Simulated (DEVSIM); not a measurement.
Device: illuminated Si n-on-p cell, one wavelength, with a back-surface field, at 300 K.

| layer (left to right) | material | thickness (μm) | Nd (cm⁻³) | Na (cm⁻³) | τn (s) | τp (s) | absorption coefficient (cm⁻¹) |
|---|---|---|---|---|---|---|---|
| 1 | Si | 0.420 | 2.1e18 | - | 2.3e-7 | 7.8e-7 | 9200 |
| 2 | Si | 30.0 | - | 8.1e15 | 4.1e-6 | 4.1e-6 | 9200 |
| 3 | Si | 0.110 | - | 1.3e18 | 4.1e-6 | 4.1e-6 | 9200 |

Left contact: ohmic, minority hole recombination velocity 70000 cm/s. Right contact: ohmic, minority electron recombination velocity 30000 cm/s. Voltage is applied to the left contact. Recombination: SRH at mid-gap, radiative, Auger. Light enters at the left, 3.8e16 photons cm⁻² s⁻¹, one pass, no reflection. Mobility is constant in doping.

Constants are typed, rounded textbook-type inputs, not results; the design itself was drawn at random and stands for no fabricated device. Values at 300 K.

```tsv
parameter	Si
gap (eV)	1.124
affinity (eV)	4.05
permittivity	11.7
Nc (cm⁻³)	2.86e19
Nv (cm⁻³)	3.1e19
μn (cm²/Vs)	1417
μp (cm²/Vs)	470
B (cm³/s)	4.7e-15
Cn (cm⁶/s)	2.8e-31
Cp (cm⁶/s)	9.9e-32
```

Simulated with DEVSIM: 1D drift-diffusion, Boltzmann statistics, complete ionisation; no tunnelling, impact ionisation, image-force lowering or self-heating.

**Question.** Tabulate band edges, carrier densities and field at -0.9 V on the left contact, in the dark.

**Answer.** Energies count from the Fermi level of the right contact; mesh points crowd at the junctions.

| x (μm) | Ec (eV) | Ev (eV) | n (cm⁻³) | p (cm⁻³) | field (V/cm) |
|---|---|---|---|---|---|
| 0.000 | 0.968 | -0.156 | 2.1e18 | 1.7e16 | -620 |
| 0.03297 | 0.967 | -0.157 | 2.1e18 | 1.7e16 | ≈ 0 |
| 0.1107 | 0.967 | -0.157 | 2.1e18 | 1.8e16 | ≈ 0 |
| 0.2561 | 0.967 | -0.157 | 2.1e18 | 1.9e16 | ≈ 0 |
| 0.3801 | 0.967 | -0.157 | 2.1e18 | 2.1e16 | ≈ 0 |
| 0.4179 | 0.978 | -0.146 | 1.4e18 | 3.2e16 | 37000 |
| 0.4481 | 1.027 | -0.097 | 2.1e17 | 2.1e17 | 690 |
| 0.5731 | 1.027 | -0.097 | 2.1e17 | 2.2e17 | ≈ 0 |
| 0.8301 | 1.027 | -0.097 | 2.1e17 | 2.2e17 | ≈ 0 |
| 1.460 | 1.026 | -0.098 | 2.1e17 | 2.2e17 | ≈ 0 |
| 3.005 | 1.025 | -0.099 | 2.1e17 | 2.2e17 | ≈ 0 |
| 9.255 | 1.020 | -0.104 | 2.3e17 | 2.3e17 | ≈ 0 |
| 20.03 | 1.011 | -0.113 | 2.5e17 | 2.6e17 | ≈ 0 |
| 26.37 | 1.006 | -0.118 | 2.7e17 | 2.8e17 | ≈ 0 |
| 29.19 | 1.004 | -0.120 | 2.8e17 | 2.8e17 | ≈ 0 |
| 29.95 | 1.003 | -0.121 | 2.8e17 | 2.9e17 | ≈ 0 |
| 30.24 | 1.003 | -0.121 | 2.8e17 | 2.9e17 | ≈ 0 |
| 30.36 | 1.003 | -0.121 | 2.8e17 | 2.9e17 | ≈ 0 |
| 30.42 | 1.028 | -0.096 | 1.0e17 | 7.7e17 | 40000 |
| 30.45 | 1.043 | -0.081 | 5.9e16 | 1.4e18 | 11 |
| 30.49 | 1.043 | -0.081 | 5.9e16 | 1.4e18 | ≈ 0 |
| 30.53 | 1.042 | -0.082 | 6.1e16 | 1.3e18 | -3300 |
